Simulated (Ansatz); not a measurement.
Worked example: self-consistent single point of SrZnIn3 (I4mm, 5 atoms in the cell) in Ansatz (a quantum-chemistry and plane-wave program).

Method of the run: LDA (PW92), PAW files made with PBE (plane waves; Ansatz).

The change in words: lattice scaled by 0.98. Reference geometry:
```
CELL_PARAMETERS angstrom
     -2.33755     2.33755     6.12101
      2.33755    -2.33755     6.12101
      2.33755     2.33755    -6.12101
ATOMIC_POSITIONS crystal
  Sr 0.00478 0.00478 0.00000
  Zn 0.61397 0.61397 0.00000
  In 0.74198 0.24198 0.50000
  In 0.24198 0.74198 0.50000
  In 0.39730 0.39730 0.00000
```

Reference input (self-consistent single point, DFT, LDA (PW92), plane waves, PAW files made with PBE): kpoints.mp_grid.grid = 5 5 5; hamiltonian.xc = lda; hamiltonian.pseudopotentials = {kind: paw} (an earlier, softer set of the program's PAW files); scf.occupations.method = fermi_dirac; scf.occupations.width = 0.1 eV. This run's input differs from it in these lines:

```diff
@@ -3,5 +3,5 @@
   lattice:
-    - [-2.337554, 2.337554, 6.121009]
-    - [2.337554, -2.337554, 6.121009]
-    - [2.337554, 2.337554, -6.121009]
+    - [-2.290803, 2.290803, 5.998589]
+    - [2.290803, -2.290803, 5.998589]
+    - [2.290803, 2.290803, -5.998589]
   atoms:
```

Output, abridged:

```
SCF iter   1: F=—  HF=-23065.500344 eV  |F-HF|=—  |Δ(HF+E_count)|=         —  Δρ=4.34e-2  dr2=4.55e0  ethr=3.10e-3  ⟨swp⟩=9.6  Hψ=3720  notcnv=0
all-band conjugate gradients solve this SCF's bands
preconditioner: auto → Kerker (q_TF=auto, 2.418 Å⁻¹)
SCF iter   2: F=—  HF=-23064.477649 eV  |F-HF|=—  |Δ(HF+E_count)|=    1.02e0  Δρ=2.05e-2  dr2=1.34e0  ethr=3.10e-3  ⟨swp⟩=3.0  Hψ=1489  notcnv=0
   [... lines left out ...]
SCF iter   7: F=—  HF=-23064.105897 eV  |F-HF|=—  |Δ(HF+E_count)|=   6.18e-5  Δρ=2.21e-4  dr2=8.83e-5  ethr=8.10e-7  ⟨swp⟩=2.4  Hψ=1027  notcnv=0
SCF iter   8: F=—  HF=-23064.105876 eV  |F-HF|=—  |Δ(HF+E_count)|=   2.11e-5  Δρ=5.98e-5  dr2=3.60e-6  ethr=1.45e-7  ⟨swp⟩=2.0  Hψ=862  notcnv=0
SCF iter   9: F=—  HF=-23064.105876 eV  |F-HF|=—  |Δ(HF+E_count)|=   6.35e-7  Δρ=1.88e-5  dr2=4.57e-7  ethr=5.89e-9  ⟨swp⟩=2.9  Hψ=1214  notcnv=0
SCF iter  10: F=-23064.105876 eV  HF=-23064.105876 eV  |F-HF|=2.16e-8  |Δ(HF+E_count)|=   7.23e-8  Δρ=3.81e-6  dr2=4.31e-8  ethr=1.64e-10  ⟨swp⟩=8.3  Hψ=3454  notcnv=0
SCF 1 converged in 10 iterations: F = -23064.105876 eV  dr2 = 4.31e-8
Free energy (F): -23064.105876 eV
Internal energy: -23064.050174 eV  (E = F + TS)
E sigma→0 (E₀):  -23064.078025 eV
Entropy (-TS):   -0.055702 eV (-11.140 meV/atom)
Fermi energy:    9.778819 eV
--- Forces (eV/Å), atoms counted from 1 ---
  atom   1  Sr     0.00000000    -0.00000000     0.03316330
  atom   2  Zn    -0.00000000     0.00000000     0.02025346
  atom   3  In    -0.00000000    -0.00000000    -0.03657562
  atom   4  In     0.00000000    -0.00000000    -0.03657562
  atom   5  In     0.00000000    -0.00000000     0.01986071
--- Stress (GPa, compression-positive) ---
       -1.532255      -0.000000      -0.000000
       -0.000000      -1.532255      -0.000000
       -0.000000      -0.000000      -2.781088
  P = ⅓ Tr σ = -1.9485 GPa (-19.485 kbar)
  The stress holds the Pulay correction. Without it, at fixed plane waves, as pw.x and ABINIT print it: P = -1.9659 GPa
```

The run converged in 10 iterations. Against the reference run the free energy falls by 30.6 meV/atom, the pressure goes from -4.14 to -1.95 GPa and the largest force goes from 0.071 to 0.037 eV/Å.

The starting cell comes from a database of computed structures (which also holds hypothetical and non-ambient phases and stackings), without a prior relaxation at this level. Its lattice was rescaled by a random factor within 2.5 % of one. For this run, on top of that: lattice scaled by 0.98. Ansatz's pressure includes its estimate of the finite-basis (Pulay) stress.

Keys are those of Ansatz 0.2.
